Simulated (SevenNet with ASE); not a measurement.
System: Ge5Sb27 melt or glass, 64 atoms, at 930 K and 0 GPa, brought to that temperature within a few picoseconds.

All values are model results, not measurements: machine-learned potential SevenNet-0 (11 Jul 2024), trained on MPtrj (PBE and PBE+U), run in SevenNet with ASE.

```
r (Å)  g(r), Ge-Sb  g(r), Sb-Sb  g(r), Ge-Ge
-----  -----------  -----------  -----------
2.300        0.000        0.000        0.000
2.340        0.024        0.000        0.526
2.380        0.024        0.000        0.763
2.420        0.046        0.000        0.246
2.460        0.088        0.000         1.91
2.500        0.470        0.000         2.31
2.540        0.620        0.015         2.46
2.580         1.00        0.045         3.25
2.620         1.36        0.122         2.10
2.660         2.07        0.279         3.46
2.700         2.45        0.495         1.98
2.740         2.36        0.875         1.73
2.780         2.35         1.38         1.86
2.820         3.15         1.75         1.63
2.860         2.92         2.01        0.529
2.900         2.59         1.92         1.03
2.940         2.27         2.08         1.67
2.980         2.01         2.20         1.46
3.020         2.19         2.28         1.26
3.060         1.79         2.23         1.08
3.100         1.40         2.00         1.05
3.140         1.64         1.57        0.585
3.180         1.24         1.52        0.428
3.220         1.16         1.47         1.25
3.260         1.36         1.52        0.678
3.300         1.15         1.26        0.794
3.340         1.00         1.25        0.388
3.380        0.981         1.11        0.883
3.420        0.992         1.15        0.493
3.460        0.936         1.20        0.361
3.500         1.05         1.01        0.588
3.540        0.884        0.939        0.575
3.580        0.927         1.03         1.24
3.620        0.927        0.992        0.440
3.660        0.936        0.930        0.645
3.700        0.926        0.895        0.526
3.740        0.935        0.866        0.721
3.780        0.906        0.913         1.11
3.820        0.942        0.904        0.395
3.860        0.994        0.935        0.290
3.900        0.912        0.942        0.758
3.940        0.945        0.965        0.928
3.980        0.767         1.00        0.910
4.020        0.966        0.957        0.713
4.060         1.00         1.12        0.350
4.100         1.02        0.979        0.686
4.140         1.09        0.975        0.925
4.180         1.08        0.981         1.32
4.220        0.937        0.993         1.13
4.260         1.00         1.01         1.43
4.300         1.07         1.03         1.01
4.340        0.885         1.03         1.07
4.380        0.821         1.04        0.977
4.420         1.06         1.00        0.885
4.460         1.03         1.02        0.942
4.500         1.03         1.04        0.925
4.540         1.11         1.11        0.979
4.580        0.967        0.978        0.412
4.620         1.02         1.05         1.28
4.660        0.860        0.972        0.863
4.700        0.985         1.02        0.913
4.740        0.980        0.939        0.770
4.780        0.876        0.947         1.20
4.820        0.971        0.887        0.682
4.860         1.06        0.933         1.04
4.900        0.967        0.906        0.720
4.940        0.864        0.897        0.709
4.980         1.02        0.931        0.755
5.020         1.02        0.845        0.629
5.060         1.04        0.936        0.901
5.100        0.975        0.885        0.942
5.140        0.995        0.889         1.09
5.180        0.865        0.917         1.02
5.220        0.872         1.03        0.793
5.260        0.829        0.925        0.885
5.300         1.08        0.895        0.616
5.340        0.842        0.965        0.556
5.380         1.03        0.874        0.797
5.420        0.972        0.937        0.981
5.460        0.832        0.913        0.532
5.500         1.07         1.00         1.10
5.540         1.02        0.960        0.751
5.580         1.05        0.917        0.741
5.620        0.984        0.926        0.867
5.660        0.945         1.03        0.675
5.700        0.895        0.990        0.710
5.740        0.927        0.987         1.05
5.780        0.998        0.950        0.345
5.820         1.00         1.03        0.766
5.860         1.00         1.01        0.923
5.900         1.03        0.965         1.24
5.940        0.945        0.938        0.899
5.980        0.989        0.959         1.13
6.020         1.11        0.987        0.994
6.060        0.985         1.03        0.746
6.100         1.04         1.03        0.813
6.140         1.07        0.990         1.19
6.180         1.04         1.01         1.06
6.220         1.04         1.05        0.521
6.260         1.05         1.03        0.846
6.300         1.04         1.03         1.13
```

The data show:
- state found: liquid
- first peak of g(r), Ge-Sb: 2.85 Å, height 3.2
- coordination number of Ge by Sb: 5.85 (counted to 3.86 Å)
- coordination number of Sb by Ge: 1.08 (counted to 3.86 Å)
- first peak of g(r), Sb-Sb: 3.02 Å, height 2.3

Caution: a run this short can hold a crystal over, or a liquid under, the potential's melting point. Caution: the cell's volume moved by +19 % from the starting cell's, so the density is the potential's own and unchecked.
